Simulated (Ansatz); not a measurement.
# Alloy series in Si

The parent structure is Si in the diamond structure (space group Fd-3m, No. 227; a = 5.434 Å).

The other end (x = 1) is Ge in the diamond structure (space group Fd-3m, No. 227): 22.86 Å³/atom, gap zero.

Ge replaces a fraction x of Si; each row is one arrangement (x, atoms in the cell, starting space group or random), fully relaxed.

Computed with Kohn–Sham DFT with the PBEsol functional, run in Ansatz (a first-principles code) with PAW and 420 eV plane waves, no spin-orbit coupling.

Notes on the quantities. deviation of the volume from the linear: Vegard-type) interpolation; gap character: in this cell's own zone, which can be folded.

| case | band gap | shortest interatomic distance | deviation of the volume from the linear | gap character |
|---|---|---|---|---|
| base | 0.47 eV | 2.353 Å | – | – |
| x(Ge) = 0.375, 8 atoms, Pmm2 | 0.31 eV | 2.363 Å | -0.7 % | indirect, Γ → Z |
| x(Ge) = 0.375, 8 atoms, P-43m | 0.38 eV | 2.362 Å | -0.8 % | direct at Γ |
| x(Ge) = 0.625, 8 atoms, Pm | 0.44 eV | 2.350 Å | -0.8 % | indirect, Γ → Y₂ |
| x(Ge) = 0.625, 8 atoms, Cm | 0.41 eV | 2.375 Å | -0.7 % | indirect, Γ → Y₂ |
| x(Ge) = 0.667, 6 atoms, I-4m2 | 0.43 eV | 2.404 Å | -0.8 % | indirect, Γ → k = (1/4, 1/4, -1/4) in the run's primitive reciprocal basis |
| x(Ge) = 0.75, 4 atoms, P-4m2 | 0.21 eV | 2.408 Å | -0.7 % | indirect, Γ → R |

Each cell is one ordered arrangement of few atoms, which overstates ordering effects compared with a random alloy. Whether these cells are dynamically stable was not tested. The zero or small gap of Ge and SiGe3 can change with the level of theory. Labels are those of the standard path for the cell's own space group.
